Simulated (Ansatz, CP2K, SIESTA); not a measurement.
Zr3Au (P1, 8 atoms in the cell) computed with different codes at matched settings

Self-consistent single point, at a second geometry (atoms moved at random). First geometry:

```xyz
8
Lattice="5.5460 0.0000 0.0000 0.0000 5.5460 0.0000 0.0000 0.0000 5.5460" Properties=species:S:1:pos:R:3 pbc="T T T"
Zr     2.7730     1.3865     0.0000
Zr     2.7730     4.1595     0.0000
Zr     1.3865     0.0000     2.7730
Zr     4.1595     0.0000     2.7730
Zr     0.0000     2.7730     1.3865
Zr     0.0000     2.7730     4.1595
Au     2.7730     2.7730     2.7730
Au     0.0000     0.0000     0.0000
```

Second geometry:
```
Zr3Au
1.0
    5.54605     0.00000     0.00000
    0.00000     5.54605     0.00000
    0.00000     0.00000     5.54605
Zr Au
6 2
Direct
  0.50041   0.24399   0.99427
  0.51431   0.76679   0.99780
  0.24284   0.01051   0.51127
  0.74510   0.00028   0.50484
  0.00469   0.50577   0.24322
  0.99145   0.49863   0.75420
  0.49618   0.48870   0.49083
  0.00502   0.98534   0.00358
```

Shared settings, as Ansatz (an electronic-structure program) writes them: kpoints.mp_grid.grid = 5 5 5; scf.occupations.method = fermi_dirac; scf.occupations.width = 0.1 eV. Potentials and cutoffs stand in the table.

```csv
code,model,ΔF from the first geometry (meV/atom),pressure (GPa),largest force (eV/Å),cutoff
CP2K,"PBEsol, GPW, DZVP-MOLOPT-SR-GTH basis, GTH-PBE potentials (GTH_POTENTIALS)",23.8,-4.67,1.300,grid 500 Ry
SIESTA,"GGA PBEsol, numerical atomic orbitals DZP, PseudoDojo PBEsol standard norm-conserving potentials (rewritten from UPF to PSML)",26.8,-7.24,1.520,grid 400 Ry
Ansatz,"PBEsol, PAW files made with PBE",23.1,-5.75,1.276,default
```

Size of the force on each atom (eV/Å): Sizes of forces hide their directions.

```
code      Zr1    Zr2    Zr3    Zr4    Zr5    Zr6    Au7    Au8
------  -----  -----  -----  -----  -----  -----  -----  -----
CP2K    0.982  1.300  0.547  0.194  0.602  0.609  0.463  0.541
SIESTA  1.181  1.520  0.580  0.209  0.716  0.716  0.511  0.593
Ansatz  0.962  1.276  0.528  0.190  0.584  0.593  0.430  0.508
```

On Ansatz's run: spin-orbit coupling is off.

The spread over the programs that give each value: ΔF from the first geometry within 3.7 meV/atom; pressure within 2.57 GPa; largest force within 0.244 eV/Å.

CP2K and SIESTA use small atom-centred bases, whose incompleteness enters pressures, forces and empty levels differently from a plane-wave cutoff. Ansatz's pressure is given at a fixed set of plane waves, as the other plane-wave codes print theirs.

The starting cell comes from a database of computed structures (which also holds hypothetical and non-ambient phases and stackings), without a prior relaxation at this level. Its lattice was rescaled by a random factor within 2.5 % of one. For this run, on top of that: atoms moved at random.

Keys are those of Ansatz 0.2.
